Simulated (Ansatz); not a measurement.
## Point-defect migration in ferroelectric LiNbO3

Some mobile defects of ferroelectric LiNbO3. The numbers are results of PBE, PAW (plane waves to 420 eV; Ansatz, a program for electronic structure), not measurements.

Each figure is the lowest single hop between equivalent sites among the routes that converged and passed our checks, counted from the lowest site run. It need not be the barrier to long-range diffusion, and untried routes may lie lower. Climbing-image NEB, static nuclei, fixed cells, no finite-size correction; on the finer meshes named, energies are single points at the band's geometries. Saddle orders were checked for a part of the study's bands only and are not shown. Vacancies start on their lattice site; split forms were not set up. Charge states are imposed.

```tsv
Defect	Route	Hop (Å)	Direction in the unit cell	Neighbours at the saddle	Cell	Barrier (eV)
Li vacancy, charge -1	a nearby Li jumps into the vacancy	3.81	(-0.67, -0.33, 0.17)	O at 1.75, O at 1.82, O at 2.11 Å	120 sites, 2×2×2 shifted along c	?
interstitial Li, charge +1	Li moves farthest	3.09	(-0.33, 0.34, -0.05)	Li at 2.24; 2 O at 1.83, O at 1.94, O at 2.17 Å	120 sites, 2×2×2 shifted along c	0.98
O vacancy, charge +2	a nearby O jumps into the vacancy	2.42	(0.33, -0.20, 0.00)	Li at 1.93, Li at 2.06; Nb at 1.86 Å	120 sites, 2×2×2 shifted along c	0.71
```

Task: Some entries are withheld; supply them.

Result: 
- Li vacancy, charge -1, Barrier (eV): 1.12
